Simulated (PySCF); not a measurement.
PySCF 2.14.0, B3LYP/def2-tzvp: Te(NH2)(SeH) (N[Te][SeH]), 6 atoms. The geometry is a generated start, not checked to be a minimum at this level.

| Quantity | Result |
|---|---|
| task | energy |
| method | b3lyp |
| basis | def2-tzvp |
| mol.max_memory | 7000 MB |
| mf.init_guess | minao (default) |
| mf.DIIS | CDIIS (default) |
| mf.diis_space | 8 (default) |
| mf.conv_tol | 1e-09 (default) |
| mf.grids.level | 3 (default) |
| effective core potentials | those of the basis set, past Kr |
| basis functions (reference run) | 147 |
| grid points (reference run) | 85712 |

```xyz
6

Te     0.8253     0.8355    -0.5686
N      0.6076    -1.0594     0.1608
H      0.9596    -1.1553     1.1048
H      1.0872    -1.7381    -0.4172
Se    -1.6135     1.2385    -0.7782
H     -1.8662     1.8788     0.4984
```
Charge 0, spin multiplicity 1.

The reference run uses exact four-centre integrals. One run each, on a shared machine, so no times are given.

Measured:

```tsv
setting	energy against the reference
COSX exchange (sgx_fit, pjs) with fitted J, mf.with_df.grids_level_i = 1, mf.with_df.grids_level_f = 4	−0.39 meV/atom
COSX exchange (sgx_fit, pjs) with fitted J, mf.with_df.grids_level_i = 1, mf.with_df.grids_level_f = 3	−0.39 meV/atom
COSX exchange (sgx_fit, pjs) with fitted J, mf.with_df.grids_level_i = 1, mf.with_df.grids_level_f = 2 (default)	−0.38 meV/atom
```

### Question
Estimate the difference from the reference for COSX exchange (sgx_fit, pjs) with fitted J, mf.with_df.grids_level_i = 1, mf.with_df.grids_level_f = 1.

### Answer
energy against the reference: −0.68 meV/atom. Total energies are compared; such shifts often cancel in part in energy differences. sgx_fit (COSX, pjs=True) fits J as well, so its difference is the sum of the grid's shift in exchange and the fit's in Coulomb.
